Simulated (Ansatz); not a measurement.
Data:

```yaml
crystal:
  lattice:
    - [0.00000, 3.16064, 3.16064]
    - [3.16064, 0.00000, 3.16064]
    - [3.16064, 3.16064, 0.00000]
  atoms:
    - { symbol: Cd, position: [0.00000, 0.00000, 0.00000] }
    - { symbol: Te, position: [0.25000, 0.25000, 0.25000] }
```

No spin polarisation.

All numbers come from LDA, PAW, 420 eV (Ansatz, an electronic-structure program; without spin-orbit coupling). k-mesh 9×9×9 (Γ-centred); smearing 0.05 eV (Fermi–Dirac).

Problem. Predict the band gap and electron mass.

Solution. 
```json
{
  "band_gap": "0.74 eV",
  "electron_mass": "0.058 mₑ (at Γ)"
}
```

Spin-orbit coupling, missing from the scalar runs, can matter with Te. Load acts through the strain it causes; cell and atoms are relaxed under it. Masses are band curvatures over ±0.01 Å⁻¹ around the edge. Stability against distortions was not tested. Tetrahedral semiconductors of this kind turn to denser phases somewhere between about 1 and 50 GPa; those were not computed, so compressed cells here can lie past the real transition. The cell was made from CdTe in the zinc blende structure (space group F-43m, No. 216) by this change: pressure 2.1 GPa.
